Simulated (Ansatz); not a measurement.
Effect of isotropic strain −3.46 % on hypothetical fluorite SnBr2

Base system: SnBr2 in the fluorite structure (space group Fm-3m, No. 225; a = 7.1783 Å; a hypothetical phase, not in the database extracts checked).

Perturbation: the cell is scaled by 0.9654 in all directions; the atoms relax in the strained cell.

Method: Ansatz (a quantum-chemistry and plane-wave program), PBEsol, PAW, cutoff 420 eV, no SOC. Γ-centred 8×8×8 mesh, Fermi–Dirac width 0.05 eV.

```tsv
quantity	base	changed	shift
volume per atom	30.82 Å³	27.73 Å³	-3.09 Å³
space group	Fm-3m (No. 225)	Fm-3m (No. 225)	–
shortest interatomic distance	3.108 Å	3.001 Å	-0.1075 Å
energy relative to the base (free energy F)	0 meV/atom	+44 meV/atom	+44 meV/atom
pressure	0.0 kbar	50.4 kbar	+50.48 kbar
band gap	2.00 eV	1.69 eV	-0.304 eV
smallest direct gap	2.64 eV	2.88 eV	+0.24 eV
width of the top valence band	1.51 eV	2.01 eV	+0.50 eV
electron mass	1.0 mₑ along k, 0.29 mₑ across (off the special points)	0.79 mₑ along k, 0.27 mₑ across (off the special points)	–
```

Masses are band curvatures over ±0.01 Å⁻¹ around the edge. Along k means along the line from Γ to the band edge. Stability against distortions was not tested.
